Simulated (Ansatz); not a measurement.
Consider GaAs in the zinc blende structure (space group F-43m, No. 216; a = 5.6028 Å). Axes: x, y, z lie along the cube axes.

Calculations: DFT with LDA, PAW potentials and a 420 eV plane-wave cutoff in Ansatz (a quantum-chemistry and plane-wave program), no spin-orbit coupling.

Before the change:

| Property | Value |
|---|---|
| Shortest interatomic distance | 242.6 pm |
| Smallest direct gap | 0.49 eV |

Modification: biaxial strain +2.08 %, plane normal [111], relaxed out of plane (Cartesian); in-plane vectors clamped, the third vector and the atoms free.

Question: How does this affect the out-of-plane strain?

Answer: The out-of-plane strain comes out as -0.92 %.

Question: Estimate the effect on the in-plane stress.

Answer: The mean in-plane stress (compression positive) is -3.2 GPa.

Question: Estimate the effect on the shortest interatomic distance.

Answer: The shortest interatomic distance grows by 0.4 pm to 243.0 pm.

Question: What happens to the smallest direct gap?

Answer: The smallest direct gap decreases by 0.32 eV to 0.17 eV.

No phonon test of stability was made. A zero or small gap of GaAs under biaxial strain +2.08 %, plane normal [111], relaxed out of plane can be the functional's error rather than a property of the material.
